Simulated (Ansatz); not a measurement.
Formation energy of the bound charge states of Si vacancy + N on the C site in 4H silicon carbide (start: the Si(h) site; C(h) 1.90 Å away, along c; 96-site cell, 2×2×2 shifted sampling) against the Fermi level, C-rich (Δμ(C) = 0.00 eV, Δμ(Si) = -0.41 eV, Δμ(N) = -1.55 eV, bounded by beta Si3N4; only phases computed here count, gases as isolated molecules at 0 K). Calculation: PBE, PAW (plane waves to 420 eV; Ansatz, a quantum-chemistry and plane-wave program).

Set-up: 96-site cell; 2×2×2 shifted k-points; host gap 2.23 eV; charged states image-corrected; corrections pass 1 eV, so highly charged states may be off by several tenths; flagged in the runs: a host whose relaxation on this sampling wasn't shown to rest.

Left out: charge +1 (level within 0.1 eV of a band edge or past it).

```json
[
 {"E_F − E_VBM (eV)": "0.00", "q = 0": "5.78", "q = −1": "6.65", "q = −2": "8.42"},
 {"E_F − E_VBM (eV)": "0.28", "q = 0": "5.78", "q = −1": "6.38", "q = −2": "7.87"},
 {"E_F − E_VBM (eV)": "0.56", "q = 0": "5.78", "q = −1": "6.10", "q = −2": "7.31"},
 {"E_F − E_VBM (eV)": "0.83", "q = 0": "5.78", "q = −1": "5.82", "q = −2": "6.75"},
 {"E_F − E_VBM (eV)": "1.11", "q = 0": "5.78", "q = −1": "5.54", "q = −2": "6.20"},
 {"E_F − E_VBM (eV)": "1.39", "q = 0": "5.78", "q = −1": "5.26", "q = −2": "5.64"},
 {"E_F − E_VBM (eV)": "1.67", "q = 0": "5.78", "q = −1": "4.99", "q = −2": "5.08"},
 {"E_F − E_VBM (eV)": "1.95", "q = 0": "5.78", "q = −1": "4.71", "q = −2": "4.53"},
 {"E_F − E_VBM (eV)": "2.23", "q = 0": "5.78", "q = −1": "4.43", "q = −2": "3.97"}
]
```

Crossings of the lowest lines: (0/−1) at 0.88 eV; (−1/−2) at 1.77 eV.
